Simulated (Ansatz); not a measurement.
CdO (model structure, started from the PtS type, P4₂/mmc, No. 131, 4 atoms in the cell): properties by level of theory

```csv
level (code),equilibrium lattice constant a (Å),c axis length (Å),formation enthalpy (eV/atom)
PBE (Ansatz),3.355,5.915,…
PBEsol (Ansatz),3.292,…,-0.839
PBE-D3(BJ) (Ansatz),…,…,-0.839
```

Q: What belongs in the gaps?

A: 
- PBE (Ansatz, a quantum-chemistry and plane-wave program), formation enthalpy (eV/atom): -0.825
- PBEsol (Ansatz), c axis length (Å): 5.843
- PBE-D3(BJ) (Ansatz), equilibrium lattice constant a (Å): 3.314
- PBE-D3(BJ) (Ansatz), c axis length (Å): 5.905

Ansatz's density-functional and Hartree–Fock values are scalar-relativistic unless marked +SOC, with PAW data made under PBE.

The computed numbers hold no vibrational or temperature effects.

A model structure was made by putting elements into a prototype or built by hand; it is no filed structure, need not be a known phase, and can be a saddle point held by its symmetry.
